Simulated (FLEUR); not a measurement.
Band structure of SmTl (Pm-3m, 2 atoms in the cell).

```xyz
2
Lattice="3.8698 0.0000 0.0000 0.0000 3.8698 0.0000 0.0000 0.0000 3.8698" Properties=species:S:1:pos:R:3 pbc="T T T"
Sm     0.0000     0.0000     0.0000
Tl     1.9349     1.9349     1.9349
```
Moments meant for the start (each program seeds them in its own way; μB, in the order of the atoms Sm Tl): 5.0 0.0.

Level of theory: PBEsol, all-electron FLAPW (FLEUR), scalar-relativistic valence.

Settings: Kmax = 3.8 1/bohr; GmaxXC = 15.2 1/bohr; xcFunctional = PBEs; jspins = 2; l_soc = F; mode = hist; fermiSmearingEnergy = 0.00367493 Htr; mesh (inpgen div1-3) = 11 11 11; inpgen gamma flag = false; Gmax = 15.2 1/bohr; numbands = 0; maxIterBroyd = 40; imix = Anderson; alpha = 0.05.

The starting cell comes from a database of computed structures (which also holds hypothetical and non-ambient phases and stackings), without a prior relaxation at this level. Spin-orbit coupling is off. The f electrons are in the valence without U or exact exchange, which can misplace them near the Fermi level. Spin-orbit terms, which matter for f shells, are left out. Values depend on the basis (sphere radii, cutoffs, local orbitals), which need not be converged.

Levels in eV from the Fermi level, bands 15 to 22 of the first spin channel:
| point | 15 | 16 | 17 | 18 | 19 | 20 | 21 | 22 |
|---|---|---|---|---|---|---|---|---|
| Γ | -0.18 | -0.18 | -0.18 | 0.12 | 0.12 | 3.49 | 3.49 | 3.49 |
| X | -0.20 | -0.20 | -0.10 | -0.10 | 0.34 | 0.88 | 0.88 | 4.21 |
| M | -0.29 | -0.15 | -0.07 | 0.08 | 0.08 | 0.23 | 2.88 | 2.88 |
| R | -0.27 | -0.27 | -0.09 | -0.09 | -0.09 | -0.08 | 5.07 | 5.07 |
